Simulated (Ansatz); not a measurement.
System: Si-vacancy pair (Si on one host Zr site, one O site vacant) in monoclinic ZrO2 (charge state +2). Method: PBE, PAW (plane waves to 420 eV; Ansatz, a first-principles code).

Settings: 96 host sites, the relaxed PBE lattice, the Γ point alone, smearing 0.01 eV, spin-restricted, no image-charge correction. Static, classical nuclei. The charge state is imposed; whether it is stable for some Fermi level was not computed. Forms of the defect that were not tried may lie lower. The start lies 0.36 eV above the lowest site run (PBE).

Barriers: single points on a 2×2×2 k-point mesh shifted by half a step at the bands' geometries.

The step: one O atom jumps into the vacancy from a nearby O site (Si-vacancy distance between ideal sites 2.06 → 3.84 Å). Atoms about the jump, Cartesian Å from the middle of the jump, before and after:

```tsv
atom	x0	y0	z0	x1	y1	z1
O1	-0.31	0.24	1.24	0.31	-0.24	-1.24
Zr2	0.95	-1.32	0.73	1.09	-1.36	0.46
Zr3	-1.76	-1.75	-1.74	-1.53	-1.58	-1.70
O4	-0.78	-2.27	0.05	-0.79	-2.16	0.25
O5	-2.68	-0.12	-0.48	-2.66	-0.03	-0.45
Zr6	-2.01	1.40	0.93	-2.25	1.53	0.90
O7	2.39	-0.34	-0.27	2.78	-0.40	-0.14
O8	-0.79	2.89	0.15	-0.81	2.81	0.15
O9	-0.10	2.14	-2.46	-0.20	2.09	-2.46
O10	-2.21	-0.17	-3.08	-2.22	-0.12	-3.10
Si11	1.50	1.42	-2.61	1.14	0.94	-2.21
O12	2.01	-0.17	2.32	1.60	-0.15	2.17
O13	2.10	2.10	-1.09	2.00	2.01	-1.02
O14	-0.31	-2.99	-2.49	-0.29	-3.03	-2.43
O15	0.65	0.36	-3.78	0.56	0.31	-3.83
O16	2.00	-2.87	-0.66	2.06	-2.85	-0.70
O17	-3.20	-2.81	-0.73	-3.06	-2.73	-0.73
O18	-3.16	-0.13	2.19	-3.09	-0.11	2.19
O19	-1.22	2.16	2.78	-1.23	2.05	2.68
O20	-3.15	2.45	-0.74	-3.21	2.52	-0.75
O21	1.60	2.52	1.78	1.56	2.51	1.84
O22	2.81	0.12	-2.89	2.66	0.03	-2.80
Zr23	3.12	1.33	0.85	3.15	1.36	0.87
```

Problem. Give the saddle-point geometry and the barrier.

Solution. 
```json
[
 {"atom": "O1", "x": "-0.33", "y": "-0.16", "z": "-0.42"},
 {"atom": "Zr2", "x": "1.00", "y": "-1.35", "z": "0.52"},
 {"atom": "Zr3", "x": "-1.54", "y": "-1.57", "z": "-1.51"},
 {"atom": "O4", "x": "-0.69", "y": "-2.58", "z": "0.17"},
 {"atom": "O5", "x": "-2.88", "y": "-0.08", "z": "-0.45"},
 {"atom": "Zr6", "x": "-2.10", "y": "1.43", "z": "0.79"},
 {"atom": "O7", "x": "2.61", "y": "-0.35", "z": "-0.23"},
 {"atom": "O8", "x": "-0.78", "y": "2.83", "z": "0.11"},
 {"atom": "O9", "x": "-0.09", "y": "2.24", "z": "-2.54"},
 {"atom": "O10", "x": "-2.20", "y": "-0.11", "z": "-3.05"},
 {"atom": "Si11", "x": "1.48", "y": "1.43", "z": "-2.60"},
 {"atom": "O12", "x": "1.69", "y": "-0.17", "z": "2.22"},
 {"atom": "O13", "x": "2.08", "y": "2.11", "z": "-1.07"},
 {"atom": "O14", "x": "-0.28", "y": "-2.92", "z": "-2.47"},
 {"atom": "O15", "x": "0.64", "y": "0.39", "z": "-3.78"},
 {"atom": "O16", "x": "2.01", "y": "-2.83", "z": "-0.69"},
 {"atom": "O17", "x": "-3.11", "y": "-2.73", "z": "-0.70"},
 {"atom": "O18", "x": "-3.11", "y": "-0.16", "z": "2.18"},
 {"atom": "O19", "x": "-1.18", "y": "2.01", "z": "2.64"},
 {"atom": "O20", "x": "-3.14", "y": "2.47", "z": "-0.78"},
 {"atom": "O21", "x": "1.57", "y": "2.49", "z": "1.82"},
 {"atom": "O22", "x": "2.78", "y": "0.13", "z": "-2.89"},
 {"atom": "Zr23", "x": "3.13", "y": "1.35", "z": "0.85"}
]
```
It lies 1.29 eV above the start and 0.48 eV above the end. The saddle point's order was not checked.
